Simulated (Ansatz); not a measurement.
Ansatz (a quantum-chemistry and plane-wave program) run on Sc2HgSe4 (Fd-3m, 14 atoms in the cell): self-consistent single point.

Level of theory: PBEsol, default PAW files made with PBE (plane waves; Ansatz).

```xyz
14
Lattice="0.0000 5.5880 5.5880 5.5880 0.0000 5.5880 5.5880 5.5880 0.0000" Properties=species:S:1:pos:R:3 pbc="T T T"
Sc     1.3970     1.3970     1.3970
Sc     1.3970     4.1910     4.1910
Sc     4.1910     1.3970     4.1910
Sc     4.1910     4.1910     1.3970
Hg     8.3820     8.3820     8.3820
Hg     5.5880     5.5880     5.5880
Se     4.0524     4.0524     4.0524
Se     4.0524     7.1235     7.1235
Se     7.1235     4.0524     7.1235
Se     7.1235     7.1235     4.0524
Se     9.9175     9.9175     9.9175
Se     9.9175     6.8464     6.8464
Se     6.8464     9.9175     6.8464
Se     6.8464     6.8464     9.9175
```

Reference input (self-consistent single point, DFT, PBEsol, plane waves, default PAW files made with PBE): kpoints.mp_grid.grid = 5 5 5; hamiltonian.xc = pbesol; hamiltonian.pseudopotentials = {kind: paw} (the program's default PAW files); scf.occupations.method = fermi_dirac; scf.occupations.width = 0.1 eV. This run's input differs from it in these lines:

Ansatz 0.2 input:
```diff
@@ -21,3 +21,3 @@
 kpoints:
-  mp_grid: { grid: [5, 5, 5] }
+  mp_grid: { grid: [4, 4, 4] }
 hamiltonian:
@@ -26,3 +26,3 @@
 scf:
-  occupations: { method: fermi_dirac, width: 0.1 eV }
+  occupations: { method: fermi_dirac, width: 0.3 eV }
 output:
```

The program printed (abridged):

```
SCF iter   1: F=—  HF=-79193.160419 eV  |F-HF|=—  |Δ(HF+E_count)|=         —  Δρ=3.66e-3  dr2=7.15e-2  ethr=1.77e-3  ⟨swp⟩=5.1  Hψ=3649  notcnv=0
all-band conjugate gradients solve this SCF's bands
preconditioner: auto → Kerker (q_TF=auto, 2.511 Å⁻¹)
SCF iter   2: F=—  HF=-79193.146012 eV  |F-HF|=—  |Δ(HF+E_count)|=   1.44e-2  Δρ=2.06e-3  dr2=1.98e-2  ethr=3.37e-5  ⟨swp⟩=2.9  Hψ=2091  notcnv=0
   [... lines left out ...]
SCF iter   6: F=—  HF=-79193.142642 eV  |F-HF|=—  |Δ(HF+E_count)|=   1.23e-5  Δρ=4.12e-5  dr2=2.03e-5  ethr=4.22e-8  ⟨swp⟩=2.0  Hψ=1306  notcnv=0
SCF iter   7: F=—  HF=-79193.142652 eV  |F-HF|=—  |Δ(HF+E_count)|=   9.77e-6  Δρ=1.48e-5  dr2=1.91e-6  ethr=9.60e-9  ⟨swp⟩=2.0  Hψ=1413  notcnv=0
SCF iter   8: F=—  HF=-79193.142652 eV  |F-HF|=—  |Δ(HF+E_count)|=   6.79e-7  Δρ=5.79e-6  dr2=2.32e-7  ethr=9.03e-10  ⟨swp⟩=2.0  Hψ=1880  notcnv=0
SCF iter   9: F=-79193.142652 eV  HF=-79193.142652 eV  |F-HF|=4.15e-9  |Δ(HF+E_count)|=   4.99e-8  Δρ=2.18e-6  dr2=2.25e-8  ethr=4.72e-11  ⟨swp⟩=4.8  Hψ=3748  notcnv=0
SCF 1 converged in 9 iterations: F = -79193.142652 eV  dr2 = 2.25e-8
Free energy (F): -79193.142652 eV
Internal energy: -79192.483845 eV  (E = F + TS)
E sigma→0 (E₀):  -79192.813249 eV
Entropy (-TS):   -0.658807 eV (-47.058 meV/atom)
Fermi energy:    8.728548 eV
--- Forces (eV/Å), atoms counted from 1 ---
  atom   1  Sc     0.00000000    -0.00000000    -0.00000000
  atom   2  Sc     0.00000000    -0.00000000     0.00000000
  atom   3  Sc     0.00000000    -0.00000000    -0.00000000
  atom   4  Sc     0.00000000    -0.00000000    -0.00000000
  atom   5  Hg     0.00000000    -0.00000000     0.00000000
  atom   6  Hg     0.00000000    -0.00000000     0.00000000
  atom   7  Se     0.26609955     0.26609955     0.26609955
  atom   8  Se     0.26609955    -0.26609955    -0.26609955
   [... lines left out ...]
  atom  14  Se     0.26609955     0.26609955    -0.26609955
--- Stress (GPa, compression-positive) ---
        0.899754       0.000000       0.000000
        0.000000       0.899754       0.000000
        0.000000       0.000000       0.899754
  P = ⅓ Tr σ = 0.8998 GPa (8.998 kbar)
  The stress holds the Pulay correction. Without it, at fixed plane waves, as pw.x and ABINIT print it: P = 0.8816 GPa
```

The run converged in 9 iterations. Against the reference run the free energy falls by 13.1 meV/atom, the pressure moves little (0.81 to 0.90 GPa) and the largest force goes from 0.485 to 0.461 eV/Å.

The starting cell was generated: these elements placed on a structure prototype, without a prior relaxation; it need not be a known phase or ordering of this composition. Its lattice was rescaled by a random factor within 2.5 % of one. Ansatz's pressure includes its estimate of the finite-basis (Pulay) stress.
